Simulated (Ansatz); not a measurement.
# Li on the Si site (silicon host)

Method: PBE, PAW (plane waves to 420 eV; Ansatz, a quantum-chemistry and plane-wave program). The supercell holds 64 host sites (2×2×2 repeats of the unit cell), with a 2×2×2 shifted k-point sampling for the final energies. Site at the start: the Si site. Finite-size correction: monopole term and site-potential alignment. Dielectric constants: PBE linear response of the host. Host gap at this level: 0.61 eV. These values are not converged in cell size to better than tenths of an eV. PBE underestimates the host's gap, which shifts levels and can delocalise carriers. Spin–orbit coupling is left out. Each state is the lowest found from its start.

Formation energies E_f are given with the Fermi level at the valence-band maximum. Chemical conditions: host crystal and elements as references (Δμ(Si) = 0.00 eV, Δμ(Li) = 0.00 eV; Li taken from its element, since no compound that bounds it was computed at this level; only phases computed here count, gases as isolated molecules at 0 K). Reference phases: Li: bcc Li, Si: silicon.

```csv
charge,moment (μB),largest move off a lattice site (Å),image correction with alignment (eV),"E_f, host crystal and elements as references (eV)",above the lowest spin state (eV)
+1†,not spin-polarised,0.17,-0.04,–,0.00
+1†,0.0,0.17,-0.04,–,0.00
0†,1.0,0.23,0.00,2.76,0.00
−1†,2.0,0.06,0.26,–,0.00
−1†,not spin-polarised,0.45,0.26,–,0.09
−2†,1.0,0.06,0.74,–,0.00
−3†,not spin-polarised,0.05,1.46,–,0.00
```

† Not settled in this cell, so no level is given: charge +1: a level filled in part; charge 0: a level filled in part; charge −1: a level filled in part; charge −2: level within 0.1 eV of a band edge or past it; charge −3: level within 0.1 eV of a band edge or past it.

Starting moments that weren't kept: charge +1 began with 2 μB and ended with 0.0.

All states together cost very roughly 80 core-minutes.
